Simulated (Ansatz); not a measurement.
The starting structures come from a database of crystals and need not be the phases stable at ambient conditions.

The decay constant κ of evanescent states in the gap governs leakage through a thin film.

Here is the system:

```
BaCu2S2
1.0
    4.03983     0.00000     0.00000
    0.00000     9.24483     0.00000
    0.00000     0.00000    10.38928
Ba Cu S
4 8 8
Direct
  0.25000   0.76030   0.17585
  0.75000   0.23970   0.82415
  0.75000   0.73970   0.67585
  0.25000   0.26030   0.32415
  0.75000   0.58393   0.95758
  0.25000   0.41607   0.04242
  0.25000   0.91607   0.45758
  0.75000   0.08393   0.54242
  0.75000   0.05602   0.11405
  0.25000   0.94398   0.88595
  0.25000   0.44398   0.61405
  0.75000   0.55602   0.38595
  0.25000   0.65572   0.45839
  0.75000   0.34428   0.54161
  0.75000   0.84428   0.95839
  0.25000   0.15572   0.04161
  0.75000   0.48091   0.16624
  0.25000   0.51909   0.83376
  0.25000   0.01909   0.66624
  0.75000   0.98091   0.33376
```

Space group of this cell: Pnma. The cell is taken as given; by r2SCAN its mean pressure is -0.6 GPa.

Transport runs along the normal of the first two printed cell vectors.

The gap is the functional's own, uncorrected, and κ follows it; spin-orbit coupling is left out. Mid-gap values are interpolated between the computed energies.

Q: Give the band gap and the smallest decay constant κ at mid-gap that Ansatz (a quantum-chemistry and plane-wave program) with r2SCAN yields.

A: Gap 1.37 eV on a 8×4×4 mesh; κ = 0.151 1/Å, at the zone centre.
